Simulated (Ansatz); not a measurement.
For Ge₃N₄ (Fd-3m, No. 227, 14 atoms in the cell; start mp-476), LDA (Ansatz, a quantum-chemistry and plane-wave program, PAW) gives:

```
Property                         Result
------------------------------  -------
equilibrium lattice constant a  8.166 Å
band gap at the PBEsol cell     2.07 eV
```

Q: What does PBE (plane waves, PAW; Ansatz) give for the same quantities?

A: 
- lattice constant a: 8.314 Å (goes up by 1.8 %)
- band gap at the PBEsol cell: 2.23 eV (increases by 0.16 eV)

Changes are worked out from the printed values.

Unless a cell is named, each level is at its own relaxed cell (LDA 9.72, PBE 10.26 Å³/atom).

Levels without +SOC have no spin–orbit coupling; where heavier elements are present it shifts gaps, mostly down, and can invert bands. Density-functional gaps are differences of (generalised) Kohn–Sham levels.

Caveats: the relaxation could not lower the start's symmetry, so the cell can be a saddle point above a distorted one (LDA, PBE). Ansatz's density-functional and Hartree–Fock values are scalar-relativistic unless marked +SOC, with PAW data made under PBE.

A start named mp-… is a Materials Project structure, which need not be a measured phase.
